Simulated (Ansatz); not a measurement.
The starting structures come from a database of crystals and need not be the phases stable at ambient conditions.

By PBEsol, the system below comes out a metal.

Without scattering a metal conducts by its projected Fermi surface.

Data:

```
GaNi2
1.0
    3.99414     0.00000     0.00000
   -1.99707     3.45903     0.00000
    0.00000     0.00000     4.96384
Ga Ni
2 4
Direct
  0.33333   0.66667   0.25000
  0.66667   0.33333   0.75000
  0.00000   0.00000   0.00000
  0.00000   0.00000   0.50000
  0.66667   0.33333   0.25000
  0.33333   0.66667   0.75000
```

Space group of this cell: P6_3/mmc. The cell is taken as given; by PBEsol its mean pressure is -0.9 GPa.

The current flows along the normal of the first two printed cell vectors, the (001) plane of the conventional cell. No spin-orbit coupling; the value is a mean over 0.1 eV about the Fermi level.

**Question.** Predict the ballistic conductance per area from PBEsol in Ansatz (a quantum-chemistry and plane-wave program).

**Answer.** 0.45 × 10¹⁵ S/m² for both spins.
